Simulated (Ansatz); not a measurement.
The parent structure is Si in the diamond structure (space group Fd-3m, No. 227).

```
CELL_PARAMETERS angstrom
      0.00000     2.72203     2.72203
      2.72203     0.00000     2.72203
      2.72203     2.72203     0.00000
ATOMIC_POSITIONS crystal
  Si 0.50000 0.50000 0.50000
  Si 0.75000 0.75000 0.75000
```

Cartesian axes are those of the cell as printed.

The values are results of r2SCAN (Ansatz, a first-principles code), no SOC, earlier PAW set, not measurements.

Small strains at fixed cell, atoms relaxed; stresses less that of the base, compression positive, in the order xx, yy, zz, yz, xz, xy:

```json
[
 {"strain tensor components (%)": "0.24, -0.67, 0.26, 0.71, 1.30, 0.43", "stress (GPa)": "-0.11, 0.81, -0.12, -1.17, -2.11, -0.72"},
 {"strain tensor components (%)": "0.00, 0.00, 0.00, 0.00, -0.50, 0.00", "stress (GPa)": "0.01, 0.00, 0.01, 0.00, 0.81, 0.00"},
 {"strain tensor components (%)": "0.79, 0.79, 0.79, 0.00, 0.00, 0.00", "stress (GPa)": "-2.18, -2.18, -2.18, 0.00, 0.00, 0.00"},
 {"strain tensor components (%)": "0.54, -0.99, 0.05, -0.34, -1.55, -0.10", "stress (GPa)": "-0.28, 1.27, 0.26, 0.57, 2.50, 0.16"}
]
```

Problem. Extract the cubic elastic constants and what follows from them, and test mechanical stability.

Solution. With σ_ii = C11 ε_ii + C12 (tr ε − ε_ii) and σ_ij = 2 C44 ε_ij (tension positive), least squares gives C11 ≈ 159 GPa, C12 ≈ 59 GPa and C44 ≈ 81 GPa (good to about 1 GPa or a few per cent; finite strains leave residuals up to 0.1 GPa). Then B = (C11 + 2 C12)/3 ≈ 92 GPa, C′ = (C11 − C12)/2 ≈ 50 GPa and the Zener ratio C44/C′ ≈ 1.6. The Born criteria for a cubic crystal are met. Phonon stability is a separate test, not made here.

Measured C11 of Si: 167.5 GPa (0 K or low temperature; as listed in Tanner et al., arXiv (2021)); the computed value is 5 % below it.

Measured C12 of Si: 64.9 GPa (0 K or low temperature; as listed in Tanner et al., arXiv (2021)); the computed value is 9 % below it.

Measured C44 of Si: 80.2 GPa (0 K or low temperature; as listed in Tanner et al., arXiv (2021)); the computed value is 1 % above it.

Stability against distortions was not tested.
